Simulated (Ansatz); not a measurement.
Take BP in the zinc blende structure (space group F-43m, No. 216) as the base.

```
BP
1.0
    0.00000     2.24526     2.24526
    2.24526     0.00000     2.24526
    2.24526     2.24526     0.00000
B P
1 1
Cartesian
  0.00000   0.00000   0.00000
  1.12263   1.12263   1.12263
```

Cartesian axes are those of the cell as printed.

Calculations: LDA (Ansatz, a first-principles code), no SOC.

Before the change:

Band gap: 1.14 eV
Valence-band top at Γ: 0.00, 0.00, 0.00 eV

Now apply this change: a pure shear with ε_xy = ε_yx = 0.0200; the atoms relax in the strained cell.

Task: What happens to the band gap and valence-band top at Γ?

Result: The band gap decreases by 0.41 eV to 0.73 eV; the valence-band top at Γ (three highest levels, from the VBM) changes from 0.00, 0.00, 0.00 eV to 0.00, -0.22, -0.37 eV.

Stability against distortions was not tested.
